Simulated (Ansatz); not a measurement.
The starting structures come from a database of crystals and need not be the phases stable at ambient conditions.

The decay constant κ of evanescent states in the gap governs leakage through a thin film.

Consider the following.

```
Cs2Ni3S4
1.0
    8.92413     0.00000     0.00000
    3.17043     8.34197     0.00000
    2.87685    -4.17098     2.98753
Cs Ni S
2 3 4
Cartesian
  4.09824   2.82668   0.00000
  7.99631   5.51529   0.00000
  0.00000   0.00000   0.00000
  7.48570   2.08549   1.49376
  1.43843  -2.08549   1.49376
  9.12479   2.20311   0.00000
  2.96976   6.13885   0.00000
  5.30111   7.74685   0.00000
  6.79344   0.59512   0.00000
```

Space group of this cell: Fmmm. The cell is taken as given; by r2SCAN its mean pressure is -0.7 GPa.

Transport runs along the normal of the first two printed cell vectors.

The gap is the functional's own. No spin-orbit coupling. Mid-gap values are interpolated on the energy grid.

Task: Predict the band gap and the smallest decay constant κ at mid-gap from r2SCAN run with Ansatz (an electronic-structure program).

Result: Gap 1.18 eV on a 10×10×10 mesh; κ = 0.234 1/Å, at (0.500, 0.500) of the in-plane reciprocal vectors. At the zone centre, at the nearest computed energy, the slowest state has κ = 0.25 1/Å.
